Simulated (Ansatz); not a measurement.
Levels about the gap of amorphous Si24O48W (73 atoms in a cell of 1104 Å³, 2.45 g/cm³; zone centre alone, so wide bands show as single levels with stretches between that a denser mesh fills), at the geometry that PBE relaxed, where it gives 1.5 GPa on a denser mesh. The participation number counts the atoms over which a state spreads; weights are charges in smoothed Voronoi cells. The levels come from a single point, so bond lengths are those of that geometry. Method of the levels: PBE, scalar-relativistic without spin-orbit coupling (Ansatz, a quantum-chemistry and plane-wave program). Sampling: the zone centre alone; Fermi-Dirac width 0.01 eV; collinear spin, started from moments on atoms (at the end a net moment of 2.0 μB). The usual formal charges leave 6 electrons over, so the level spacing at the Fermi energy parts defect or band states and needn't be the band gap. In the spin-polarised cell the level spacing at the Fermi energy can part levels of unlike spin. At PBE the levels at both edges of the gap are localised (band-tail or defect states), and the nearest spread-out levels lie 5.5 eV apart at the zone centre.

It comes from a melt-quench run on a machine-learned potential (CHGNet), relaxed afterwards by DFT. O atoms were pushed apart under 1.9 Å during the dynamics, to hinder bonds among them. The hot cell started wider than the set density and was brought back towards it in steps. It is the lowest in DFT energy of 2 quenches. It is a model cell: composition and starting density were chosen by hand, and all elements were melted together. No dispersion term was used. Its density started from a set value of 2.44 and ended at 2.45 g/cm³. The quench (nominally 400 K/ps over its main leg) was far faster than any real one, so the model tends to hold more defects than a real film. One small periodic cell is one sample of the glass; other quenches scatter about these values. The volume was held where the preparation left it and the shape relaxed, at a PBE pressure of 1.5 GPa. Stress components on the final sampling reach 1.7 GPa. Cycles of charging lowered its energy after that relaxation.

```csv
"E - E(highest filled), eV",filling,spin,participation number,largest on,weight O,weight Si,weight W
-3.42,filled,dn,2.5,"O, 2 neighbours",0.94,0.04,0.01
-2.70,filled,up,2.4,"Si, 2 neighbours",0.33,0.67,0.00
-2.70,filled,dn,2.4,"Si, 2 neighbours",0.33,0.67,0.00
-2.22,filled,up,5.3,"Si, 4 neighbours",0.44,0.39,0.17
-1.94,filled,dn,4.6,"Si, 4 neighbours",0.41,0.43,0.16
-0.36,filled,up,2.5,"W, 5 neighbours",0.29,0.09,0.62
0.00,filled,up,2.6,"W, 5 neighbours",0.32,0.08,0.60
1.02,empty,dn,2.9,"W, 5 neighbours",0.29,0.15,0.57
1.11,empty,up,2.5,"Si, 2 neighbours",0.30,0.65,0.05
1.12,empty,dn,2.5,"Si, 2 neighbours",0.30,0.65,0.05
1.31,empty,up,4.3,"W, 5 neighbours",0.41,0.14,0.45
1.38,empty,dn,2.8,"W, 5 neighbours",0.30,0.13,0.57
1.56,empty,dn,29.1,"W, 5 neighbours",0.63,0.29,0.08
1.61,empty,up,25.8,"W, 5 neighbours",0.61,0.27,0.12
```

Most localised among these is the filled level at -2.70 eV, on a Si atom, which has 2 neighbours (O 1.66 Å, O 1.69 Å).
